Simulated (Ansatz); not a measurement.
**Response to strain in Sn**

Base system: Sn in the diamond structure (space group Fd-3m, No. 227; a = 6.569 Å). Axes: x, y, z lie along the cube axes.

Strains are applied to the cell and any free atomic positions relax.

Method: r2SCAN (Ansatz, a quantum-chemistry and plane-wave program; PAW; 500 eV plane waves; no spin-orbit coupling), earlier PAW set.

Candidates:
(a) uniaxial strain ε_xx = +2.64 %
(b) isotropic strain +1.72 %
(c) isotropic strain −1.86 %
(d) strain tensor (xx, yy, zz, yz, xz, xy) = (−1.13, −1.21, −1.05, −0.87, +0.11, −0.08) %

Notes on the quantities. energy relative to the base: free energy F.

Q: Order them by energy relative to the base, lowest first.

A: (a) uniaxial strain ε_xx = +2.64 % (+5.0 meV/atom), (d) strain tensor (xx, yy, zz, yz, xz, xy) = (−1.13, −1.21, −1.05, −0.87, +0.11, −0.08) % (+6.8 meV/atom), (b) isotropic strain +1.72 % (+12 meV/atom), (c) isotropic strain −1.86 % (+16 meV/atom)

Whether these cells are dynamically stable was not tested.
